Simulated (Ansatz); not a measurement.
**How far to go with the k-point mesh: a (001) slab of Au (cut from a parent of space group no. 225; 4 atoms in the cell)**

```xyz
4
Lattice="2.8763 0.0000 0.0000 -2.8763 2.8763 0.0000 0.0000 0.0000 20.1016" Properties=species:S:1:pos:R:3 pbc="T T T"
Au     0.0000     0.0000     9.0338
Au    -1.4382     1.4382     7.0000
Au     0.0000     0.0000    13.1016
Au    -1.4382     1.4382    11.0677
```

Level of theory: PBEsol, PAW files made with PBE (plane waves; Ansatz, a quantum-chemistry and plane-wave program).

Base settings: basis.ecutwfc = 30.9 Ry; kpoints.mp_grid.grid = 15 15 1; hamiltonian.xc = pbesol; hamiltonian.pseudopotentials = {kind: paw} (the program's default PAW files); scf.occupations.method = fermi_dirac; scf.occupations.width = 0.0073 Ry.

Only quantities that move along the ladder and can be compared are tabulated.

The count of work is k-points × plane waves × bands × iterations; it is no time. 

The starting cell has typed, rounded lattice constants, without a prior relaxation at this level. The slab is cut from that crystal, and its faces are unrelaxed. Its lattice was rescaled by up to half a per cent.

Steps (kpoints.mp_grid.grid): 3 3 1; 4 4 1; 5 5 1; 6 6 1; 7 7 1; 9 9 1; 10 10 1; 12 12 1; 14 14 1; 15 15 1; 16 16 1; 19 19 1; 22 22 1; 26 26 1; 30 30 1; 35 35 1; 41 41 1.

Task: What is the coarsest kpoints.mp_grid.grid that holds the free energy within 5 meV/atom of the last step, with all finer ones?

Result: 7 7 1, at 0.043 of the last step's count of work; the step before is off by 21 meV/atom.

Task: What is the coarsest kpoints.mp_grid.grid that holds the forces within 0.02 eV/Å of the last step, with all finer ones?

Result: 10 10 1, at 0.091 of the last step's count of work; the step before is off by 0.029 eV/Å.

| kpoints.mp_grid.grid | free energy less the last step's (meV/atom) | largest difference of a force vector from the last step's (eV/Å) | count of work / last |
|---|---|---|---|
| 3 3 1 | -76.17 | 0.368 | 0.016 |
| 4 4 1 | 69.25 | 0.188 | 0.029 |
| 5 5 1 | 4.13 | 0.092 | 0.026 |
| 6 6 1 | 20.91 | 0.044 | 0.043 |
| 7 7 1 | -4.38 | 0.086 | 0.043 |
| 9 9 1 | 1.46 | 0.029 | 0.065 |
| 10 10 1 | 1.54 | 0.005 | 0.091 |
| 12 12 1 | -0.07 | 0.018 | 0.11 |
| 14 14 1 | 0.59 | 0.011 | 0.14 |
| 15 15 1 | -0.48 | 0.008 | 0.16 |
| 16 16 1 | 0.38 | 0.010 | 0.19 |
| 19 19 1 | -0.27 | 0.005 | 0.21 |
| 22 22 1 | 0.14 | 0.005 | 0.34 |
| 26 26 1 | 0.10 | 0.002 | 0.45 |
| 30 30 1 | 0.05 | 0.001 | 0.59 |
| 35 35 1 | -0.01 | 0.000 | 0.74 |
| 41 41 1 | 0.00 | 0.000 | 1.0 |

Keys are those of Ansatz 0.2.
